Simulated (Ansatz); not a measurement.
# TiAl, pressure series

Take TiAl (space group P4/mmm, No. 123; a = 2.813 Å, c = 4.059 Å) as the base.

Cell and atoms are relaxed at each pressure.

The values are results of Kohn–Sham DFT with the r2SCAN functional, run in Ansatz (an electronic-structure program) with PAW and 500 eV plane waves, no spin-orbit coupling, earlier PAW set, not measurements.

Notes on the quantities. enthalpy: H = E + PV relative to the base's energy.

| change | enthalpy | shortest interatomic distance |
|---|---|---|
| base | – | 2.813 Å |
| pressure −2 GPa | -0.20 eV/atom | 2.829 Å |
| pressure −1 GPa | -0.10 eV/atom | 2.821 Å |
| pressure 0.9 GPa | +0.09 eV/atom | 2.806 Å |
| pressure 2.1 GPa | +0.21 eV/atom | 2.797 Å |
| pressure 4.5 GPa | +0.44 eV/atom | 2.781 Å |
| pressure 9 GPa | +0.87 eV/atom | 2.753 Å |
| pressure 15 GPa | +1.42 eV/atom | 2.719 Å |
| pressure 22.5 GPa | +2.09 eV/atom | 2.683 Å |
| pressure 30 GPa | +2.73 eV/atom | [?] |

Complete the table.


- pressure 30 GPa, shortest interatomic distance: 2.651 Å

Load acts through the strain it causes; cell and atoms are relaxed under it. Stability against distortions was not tested. No other phases were tried under pressure. The final runs are not spin-polarised.
